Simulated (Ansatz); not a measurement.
For GaSb (model structure, started from the beta GaS type, P6₃/mmc, No. 194, 8 atoms in the cell), PBE (Ansatz, a first-principles code, PAW) gives:

- equilibrium lattice constant a = 4.392 Å
- lattice parameter c = 14.082 Å
- formation enthalpy = 0.087 eV/atom

Problem. What does PBE-D3(BJ) (Ansatz, plane waves, PAW) give for the same quantities?

Solution. 
- lattice constant a: 4.309 Å (decreases by 1.9 %)
- lattice parameter c: 13.964 Å (falls by 0.8 %)
- formation enthalpy: 0.136 eV/atom (increases by 0.049 eV/atom)

Changes are worked out from the printed values.

Unless a cell is named, each level is at its own relaxed cell (PBE 29.41, PBE-D3(BJ) 28.07 Å³/atom).

Levels without +SOC leave out spin–orbit coupling, which shifts energies and cells of such heavy elements.

Ansatz's density-functional and Hartree–Fock values are scalar-relativistic unless marked +SOC, with PAW data made under PBE.

A model structure was made by putting elements into a prototype or built by hand; it is no filed structure, need not be a known phase, and can be a saddle point held by its symmetry.
